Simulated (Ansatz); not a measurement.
Worked example: self-consistent single point of IrRh3 (I4mm, 4 atoms in the cell) in Ansatz (a quantum-chemistry and plane-wave program).

Computed with LDA (PW92), default PAW files made with PBE (plane waves; Ansatz).

```yaml
crystal:
  lattice:
    - [-1.91250, 1.91250, 3.83094]
    - [1.91250, -1.91250, 3.83094]
    - [1.91250, 1.91250, -3.83094]
  atoms:
    - { symbol: Ir, position: [0.00653, 0.00653, 0.00000] }
    - { symbol: Rh, position: [0.75000, 0.25000, 0.50000] }
    - { symbol: Rh, position: [0.25000, 0.75000, 0.50000] }
    - { symbol: Rh, position: [0.50000, 0.50000, 0.00000] }
```

Reference input (self-consistent single point, DFT, LDA (PW92), plane waves, default PAW files made with PBE): basis.ecutwfc = 420 eV; kpoints.mp_grid.grid = 12 12 12; hamiltonian.xc = lda; hamiltonian.pseudopotentials = {kind: paw} (the program's default PAW files); scf.occupations.method = fermi_dirac; scf.occupations.width = 0.1 eV. This run's input differs from it in these lines:

Ansatz 0.2 input:
```diff
@@ -13,3 +13,3 @@
 kpoints:
-  mp_grid: { grid: [12, 12, 12] }
+  mp_grid: { grid: [6, 6, 6] }
 hamiltonian:
@@ -18,3 +18,3 @@
 scf:
-  occupations: { method: fermi_dirac, width: 0.1 }
+  occupations: { method: fermi_dirac, width: 0.3 }
 output:
```

Output (repeated stretches shortened):

```
SCF iter   1: F=—  HF=-30500.045290 eV  |F-HF|=—  |Δ(HF+E_count)|=         —  Δρ=1.46e-2  dr2=1.21e-1  ethr=1.77e-3  ⟨swp⟩=5.5  Hψ=4273  notcnv=0
all-band conjugate gradients solve this SCF's bands
preconditioner: auto → Kerker (q_TF=auto, 2.818 Å⁻¹)
SCF iter   2: F=—  HF=-30500.036307 eV  |F-HF|=—  |Δ(HF+E_count)|=   8.98e-3  Δρ=7.16e-3  dr2=2.78e-2  ethr=1.77e-4  ⟨swp⟩=1.0  Hψ=1530  notcnv=0
SCF iter   3: F=—  HF=-30500.032606 eV  |F-HF|=—  |Δ(HF+E_count)|=   3.70e-3  Δρ=6.86e-4  dr2=2.21e-4  ethr=4.09e-5  ⟨swp⟩=1.0  Hψ=1289  notcnv=0
SCF iter   4: F=—  HF=-30500.032560 eV  |F-HF|=—  |Δ(HF+E_count)|=   4.53e-5  Δρ=1.48e-4  dr2=1.91e-5  ethr=3.25e-7  ⟨swp⟩=2.2  Hψ=1880  notcnv=0
SCF iter   5: F=—  HF=-30500.032556 eV  |F-HF|=—  |Δ(HF+E_count)|=   4.23e-6  Δρ=4.06e-5  dr2=8.04e-7  ethr=2.81e-8  ⟨swp⟩=2.5  Hψ=2122  notcnv=0
SCF iter   6: F=-30500.032556 eV  HF=-30500.032556 eV  |F-HF|=2.13e-8  |Δ(HF+E_count)|=   1.59e-7  Δρ=8.42e-6  dr2=3.70e-8  ethr=1.47e-10  ⟨swp⟩=5.3  Hψ=4774  notcnv=0
SCF 1 converged in 6 iterations: F = -30500.032556 eV  dr2 = 3.70e-8
Free energy (F): -30500.032556 eV
Internal energy: -30498.555615 eV  (E = F + TS)
E sigma→0 (E₀):  -30499.294086 eV
Entropy (-TS):   -1.476941 eV (-369.235 meV/atom)
Fermi energy:    22.541096 eV
--- Forces (eV/Å), atoms counted from 1 ---
  atom   1  Ir    -0.00000000     0.00000000    -0.52666229
  atom   2  Rh     0.00000000     0.00000000     0.21473999
  atom   3  Rh    -0.00000000     0.00000000     0.21473999
  atom   4  Rh     0.00000000     0.00000000     0.09716871
--- Stress (GPa, compression-positive) ---
      -10.493874       0.000000      -0.000000
        0.000000     -10.493874       0.000000
       -0.000000       0.000000     -10.813377
  P = ⅓ Tr σ = -10.6004 GPa (-106.004 kbar)
  The stress holds the Pulay correction. Without it, at fixed plane waves, as pw.x and ABINIT print it: P = -10.6819 GPa
```

The run converged in 6 iterations. Against the reference run the free energy falls by 167 meV/atom, the pressure goes from -13.81 to -10.60 GPa and the largest force goes from 0.550 to 0.527 eV/Å.

The starting cell comes from a database of computed structures (which also holds hypothetical and non-ambient phases and stackings), without a prior relaxation at this level. Its lattice was rescaled by up to half a per cent. One atom was moved a little off its site on purpose. Spin polarisation is off. With a pressure of about -11 GPa the cell is away from its equilibrium volume at this level. Ansatz's pressure includes its estimate of the finite-basis (Pulay) stress.
